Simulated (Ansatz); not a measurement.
A self-consistent single point of Cs3Bi (I4mm, 4 atoms in the cell) with Ansatz (an electronic-structure program).

Level of theory: PBEsol, harder PAW files (source: ansatz) made with PBE (plane waves; Ansatz).

```
Cs3Bi
1.0
    0.00000     4.67311     4.67311
    4.67311     0.00000     4.67311
    4.67311     4.67311     0.00000
Cs Bi
3 1
Cartesian
  2.33656   2.33656   2.33656
  7.00967   7.00967   7.00967
  4.67311   4.67311   4.72311
  0.00000   0.00000   0.00000
```

Reference input (self-consistent single point, DFT, PBEsol, plane waves, default PAW files made with PBE): basis.ecutwfc = 420 eV; kpoints.mp_grid.grid = 5 5 5; hamiltonian.xc = pbesol; hamiltonian.pseudopotentials = {kind: paw} (the program's default PAW files); scf.occupations.method = gaussian; scf.occupations.width = 0.272 eV. This run's input differs from it in these lines:

Ansatz 0.2 input:
```diff
@@ -12,3 +12,3 @@
 basis:
-  ecutwfc: 420.0
+  ecutwfc: 625.0
 kpoints:
@@ -17,3 +17,3 @@
   xc: pbesol
-  pseudopotentials: { kind: paw }
+  pseudopotentials: { kind: paw, source: ansatz }
 scf:
```

Output, abridged:

```
SCF iter   1: F=—  HF=-32749.756246 eV  |F-HF|=—  |Δ(HF+E_count)|=         —  Δρ=4.68e-2  dr2=8.90e0  ethr=3.10e-3  ⟨swp⟩=20.8  Hψ=4841  notcnv=0
all-band conjugate gradients solve this SCF's bands
preconditioner: auto → Kerker (q_TF=auto, 2.158 Å⁻¹)
SCF iter   2: F=—  HF=-32747.388337 eV  |F-HF|=—  |Δ(HF+E_count)|=    2.37e0  Δρ=1.84e-2  dr2=1.81e0  ethr=3.10e-3  ⟨swp⟩=4.5  Hψ=1388  notcnv=0
   [... lines left out ...]
SCF iter   5: F=—  HF=-32746.848584 eV  |F-HF|=—  |Δ(HF+E_count)|=   7.02e-4  Δρ=3.63e-4  dr2=3.01e-4  ethr=1.19e-5  ⟨swp⟩=4.2  Hψ=1368  notcnv=0
SCF iter   6: F=—  HF=-32746.848525 eV  |F-HF|=—  |Δ(HF+E_count)|=   5.93e-5  Δρ=1.21e-4  dr2=2.08e-5  ethr=6.03e-7  ⟨swp⟩=3.4  Hψ=1187  notcnv=0
SCF iter   7: F=—  HF=-32746.848495 eV  |F-HF|=—  |Δ(HF+E_count)|=   3.00e-5  Δρ=1.78e-5  dr2=6.21e-7  ethr=4.15e-8  ⟨swp⟩=3.9  Hψ=1237  notcnv=0
SCF iter   8: F=-32746.848495 eV  HF=-32746.848495 eV  |F-HF|=9.99e-9  |Δ(HF+E_count)|=   8.28e-8  Δρ=2.53e-6  dr2=2.87e-8  ethr=2.00e-10  ⟨swp⟩=27.5  Hψ=6140  notcnv=0
SCF 1 converged in 8 iterations: F = -32746.848495 eV  dr2 = 2.87e-8
Free energy (F): -32746.848495 eV
Internal energy: -32746.842296 eV  (E = F + TS)
E sigma→0 (E₀):  -32746.845395 eV
Entropy (-TS):   -0.006199 eV (-1.550 meV/atom)
Fermi energy:    6.538768 eV
--- Forces (eV/Å), atoms counted from 1 ---
  atom   1  Cs     0.00000000    -0.00000000     0.01959997
  atom   2  Cs     0.00000000     0.00000000     0.01959997
  atom   3  Cs    -0.00000000     0.00000000    -0.02904778
  atom   4  Bi     0.00000000     0.00000000    -0.01004995
--- Stress (GPa, compression-positive) ---
       -0.460000       0.000000       0.000000
        0.000000      -0.460000       0.000000
        0.000000      -0.000000      -0.461351
  P = ⅓ Tr σ = -0.4605 GPa (-4.605 kbar)
  The stress holds the Pulay correction. Without it, at fixed plane waves, as pw.x and ABINIT print it: P = -0.4608 GPa
```

The run converged in 8 iterations. Against the reference run the pressure moves little (-0.47 to -0.46 GPa) and the largest force stays at 0.029 eV/Å.

The starting cell comes from a database of computed structures (which also holds hypothetical and non-ambient phases and stackings), without a prior relaxation at this level. Its lattice was rescaled by up to half a per cent. One atom was moved a little off its site on purpose. Ansatz's pressure includes its estimate of the finite-basis (Pulay) stress.

Cost on one core of a shared machine: roughly 30 s.
